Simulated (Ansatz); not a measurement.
The starting structures come from a database of crystals and need not be the phases stable at ambient conditions.

Inside the gap of an insulator the Bloch states are evanescent, with a wavenumber k + iκ along the transport direction.

Data:

```
Rb2S3
1.0
    6.48286     0.00000     0.00000
    2.17829     6.10594     0.00000
    0.00000     0.00000     7.74631
Rb S
4 6
Cartesian
  3.65172   2.57439   6.27079
  5.00944   3.53155   2.39764
  7.73952   5.45621   4.17410
  0.92163   0.64973   0.30094
  6.88690   2.33790   5.05594
  1.77426   3.76804   1.18278
  4.51603   5.70093   5.05594
  4.14512   0.40501   1.18278
  6.92494   4.88194   0.02835
  1.73621   1.22400   3.90151
```

Space group of this cell: Cmc2_1. The cell is taken as given.

Transport runs along the normal of the first two printed cell vectors.

The gap is the functional's own. No spin-orbit coupling. Mid-gap values are interpolated on the energy grid.

Question: Predict the band gap and the smallest decay constant κ at mid-gap from Ansatz (a first-principles code) with r2SCAN.

Answer: Gap 1.64 eV on a 6×6×4 mesh; κ = 0.398 1/Å, at (0.500, 0.500) of the in-plane reciprocal vectors. At the zone centre, at the nearest computed energy, the slowest state has κ = 0.50 1/Å.
